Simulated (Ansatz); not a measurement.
Wurtzite BN (high-pressure phase): elastic constant C66 by level of theory

No measured value is used here.

```json
[
 {"level (code)": "LDA (Ansatz)", "value (GPa)": "421", "cell (Å³/atom)": "5.76"},
 {"level (code)": "PBE (Ansatz)", "value (GPa)": "397", "cell (Å³/atom)": "5.97"},
 {"level (code)": "PBEsol (Ansatz)", "value (GPa)": "405", "cell (Å³/atom)": "5.88"},
 {"level (code)": "r²SCAN (Ansatz)", "value (GPa)": "421", "cell (Å³/atom)": "5.90"},
 {"level (code)": "PBE0 (Ansatz)", "value (GPa)": "…", "cell (Å³/atom)": "5.83"}
]
```

Complete the blanks.


- PBE0 (Ansatz, a quantum-chemistry and plane-wave program), value (GPa): 429

Each level is taken at its own relaxed cell. Cutoffs and k meshes differ between the levels. Ansatz's density-functional and Hartree–Fock values are scalar-relativistic unless marked +SOC, with PAW data made under PBE.
